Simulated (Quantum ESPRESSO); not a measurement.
**How far to go with the k-point mesh: Te (C2, 3 atoms in the cell)**

```yaml
crystal:
  lattice:
    - [2.21885, -3.84316, 0.00000]
    - [2.21885, 3.84316, 0.00000]
    - [0.00000, 0.00000, 5.90035]
  atoms:
    - { symbol: Te, position: [0.00000, 0.26300, 0.66667] }
    - { symbol: Te, position: [0.74827, 0.74827, 0.00000] }
    - { symbol: Te, position: [0.26300, 0.00000, 0.33333] }
```

Level of theory: LDA (PZ), GBRV 1.5 ultrasoft (LDA) pseudopotentials (plane waves; Quantum ESPRESSO).

Base settings: ecutwfc = 40 Ry; ecutrho = 200 Ry; occupations = smearing; smearing = fd; degauss = 0.00147 Ry; potentials = {Te: te_lda_v1.uspp.F.UPF}; K_POINTS = automatic 3 3 2 0 0 0; conv_thr = 1e-08 Ry; mixing_beta = 0.7.

The second cell is the first with its lattice scaled by 0.98.

Only quantities that move along the ladder and can be compared are tabulated.

The count of work is k-points × plane waves × bands × iterations; it is no time. Core times come from one kind of shared machine, to one figure; runs under 30 s give none.

The starting cell has typed, rounded lattice constants, without a prior relaxation at this level. Its lattice was rescaled by up to half a per cent. One atom was moved a little off its site on purpose. Spin-orbit coupling is off.

```csv
K_POINTS,free energy less the last step's (meV/atom),energy of the compressed cell less the first (meV/atom),pressure (GPa),largest difference of a force vector from the last step's (eV/Å),gap on the mesh (eV),count of work / last,core time / last (rough)
automatic 2 2 1 0 0 0,29.64,12.88,-0.54,1.592,1.586,0.0026,–
automatic 2 2 2 0 0 0,210.74,38.28,1.31,0.707,0.727,0.0052,–
automatic 3 3 2 0 0 0,55.13,24.60,0.25,0.276,0.110,0.0069,–
automatic 4 4 2 0 0 0,6.50,20.98,-0.05,0.125,0.748,0.010,–
automatic 4 4 3 0 0 0,11.54,21.97,0.02,0.009,0.898,0.015,–
automatic 5 5 3 0 0 0,2.55,21.11,-0.05,0.020,1.008,0.021,–
automatic 6 6 4 0 0 0,1.85,20.75,-0.07,0.013,0.119,0.041,0.05
automatic 7 7 5 0 0 0,0.35,20.55,-0.09,0.003,0.709,0.062,0.09
automatic 8 8 5 0 0 0,-0.09,20.49,-0.09,0.001,0.731,0.081,0.1
automatic 8 8 6 0 0 0,0.08,20.52,-0.09,0.001,0.463,0.099,0.10
automatic 9 9 6 0 0 0,0.29,20.48,-0.09,0.002,0.119,0.12,0.1
automatic 10 10 7 0 0 0,-0.04,20.44,-0.09,0.001,0.587,0.17,0.2
automatic 12 12 8 0 0 0,0.09,20.46,-0.09,0.001,0.120,0.28,0.2
automatic 19 19 12 0 0 0,0.00,20.45,-0.09,0.000,0.270,1.0,1
```

Coarsest K_POINTS that holds the free energy within 0.5 meV/atom of the last step, with all finer ones: automatic 7 7 5 0 0 0, at 0.062 of the last step's count of work and about 0.09 of the last step's time; the step before is off by 1.8 meV/atom.

Coarsest K_POINTS that holds the pressure within 1 GPa of the last step, with all finer ones: automatic 3 3 2 0 0 0, at 0.0069 of the last step's count of work; the step before is off by 1.4 GPa.

The energy difference between the two cells stays within 1 meV/atom of the last step's from automatic 5 5 3 0 0 0 on, the total only from automatic 7 7 5 0 0 0 on: much of the error is common to both cells and cancels.

The gap on the mesh jumps up and down from mesh to mesh; it is no smooth measure of convergence.
